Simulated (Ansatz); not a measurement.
WSi2: stress against strain

WSi2 (MoSi2 type, I4/mmm, 13.362 Å³/atom and stress up to 0.01 GPa in the relaxed cell, c along z) under an equal strain ε in the (001) plane with the normal axis free, as in a coherent film. PBEsol in Ansatz, a plane-wave DFT program (PAW, default set), 420 eV, 25×25×25 Γ-centred mesh, Fermi-Dirac smearing 0.10 eV; ions are relaxed, or left where forces stay under 0.02 eV/Å, within the symmetry of each cell. Stress is positive for a compressed cell.

Here s stands for strain and y for stress xx.

```csv
strain (%),stress xx (GPa)
-3.00,?
-1.50,8.41
-1.00,5.50
-0.50,2.70
0.00,0.00
0.50,-2.60
1.00,-5.09
1.50,-7.48
```

### Question
Fit y against s with a straight line, and predict the withheld value at s = -3.00.

### Answer
Means: s 0, y 0.206. About the means, the sum of products is -37.075 and the sum of squares of s is 7.0000; the slope is their ratio. Least squares gives y = 0.206 - 5.2964·s. Residuals (row less fit): 0.259, -0.002, -0.154, -0.206, -0.158, 0.000, 0.259; standard error 0.212 (degrees of freedom: 5). The slope gives the biaxial elastic modulus of this plane = about 530 GPa. At the withheld row, y = 0.206 - 5.2964 × (-3.0) = 16.095 GPa. The calculation gives 17.71 GPa, 1.615 GPa above the prediction (6.4 % of the range of y in the table). The row lies outside the fitted rows, so this is an extrapolation. From the scatter of the fitted rows alone, a prediction at this place has a standard error of 0.331 GPa, so the miss is 4.9 times that.

A polynomial of degree 2 through the 12 other runs of the series gives 17.73 there, so most of the miss is curvature that the fit leaves out. In a metal these values are sensitive to mesh and smearing; energies are taken to zero smearing, stresses follow the free energy. Spin-orbit coupling is left out, which can shift these values for the heavy elements here. Rows are the converged runs of the series near zero and its far end; series whose fitted rows scatter by over a few per cent of the range, as at a crossing or softening among them, aren't shown in this form, nor equations of state whose B0' disagrees with the runs' pressures. Most that stay on the fit to the last digits aren't either.
